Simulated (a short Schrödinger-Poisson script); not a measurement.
Stack: MOS inversion layer, SiO2 on p-type Si(100), at 300 K.

```tsv
layer	material	thickness (nm)	Na (cm⁻³)
1	SiO2	1.2	-
2	Si	1200	1.2e17
```

The device is made up for the run: typed textbook-type constants, with dimensions and the other settings drawn at random. SiO2: permittivity 3.9, conduction-band edge (eV) 3.15, gap (eV) 9, electron mass (mₑ) 0.5. Si: permittivity 11.7, conduction-band edge (eV) 0, gap (eV) 1.124, Nv at 300 K (cm⁻³) 3.1e19.

Channel valleys (confinement mass, in-plane density-of-states mass, number): Δ2 0.916, 0.19, 2; Δ4 0.19, 0.417, 4. At the gate the conduction-band edge of layer 1 lies 3.52 eV − eVg above the Fermi level of the channel; the field vanishes at the back. Gaps are held at their typed values at every temperature. Mesh 0.03 nm at interfaces.

Solved with a short Schrödinger-Poisson script written for these runs: 1D Poisson equation in equilibrium, electrons quantum, Hartree (BenDaniel-Duke, 12 states a valley, the channel's in-plane mass for all, wave functions free to enter the dielectric), parabolic valleys, classical holes, full ionisation, no traps, pinning or gate leakage.

### Question
List the lowest subbands of each valley and their electrons at Vg = 1.9 V.

### Answer
| valley | subband | energy from the Fermi level (meV) | electrons (cm⁻²) | share (%) |
|---|---|---|---|---|
| Δ2 | 0 | -71.9 | 1.17e13 | 59.8 |
| Δ2 | 1 | 54.1 | 4.78e11 | 2.5 |
| Δ2 | 2 | 106.5 | 6.61e10 | 0.3 |
| Δ4 | 0 | 18.6 | 7.15e12 | 36.7 |
| Δ4 | 1 | 135.0 | 9.70e10 | 0.5 |
| Δ4 | 2 | 199.0 | 8.17e9 | 0.0 |

All electrons: 1.95e13 cm⁻².
